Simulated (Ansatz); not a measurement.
Consider the following.

```
AlN
1.0
    0.00000     2.15880     2.15880
    2.15880     0.00000     2.15880
    2.15880     2.15880     0.00000
Al N
1 1
Cartesian
  0.00000   0.00000   0.00000
  1.07940   1.07940   1.07940
```

No spin polarisation.

All numbers come from PBEsol (Ansatz, a program for electronic structure), no spin-orbit coupling. k-mesh 13×13×13 (Γ-centred); smearing 0.05 eV (Fermi–Dirac).

Question: Predict the electron mass.

Answer: 0.52 mₑ along k, 0.32 mₑ across (at X).

Question: Predict the gap character.

Answer: Indirect, Γ → X.

Question: Estimate the band gap.

Answer: 3.21 eV.

Load acts through the strain it causes; cell and atoms are relaxed under it. Effective masses come from finite differences of ±0.01 Å⁻¹. Along k means along the line from Γ to the band edge. Whether these cells are dynamically stable was not tested. Tetrahedral semiconductors of this kind turn to denser phases somewhere between about 1 and 50 GPa; those were not computed, so compressed cells here can lie past the real transition. The cell was made from AlN in the zinc blende structure (space group F-43m, No. 216) by this change: pressure 9 GPa. This is not the structure that AlN has at room temperature and ambient pressure.
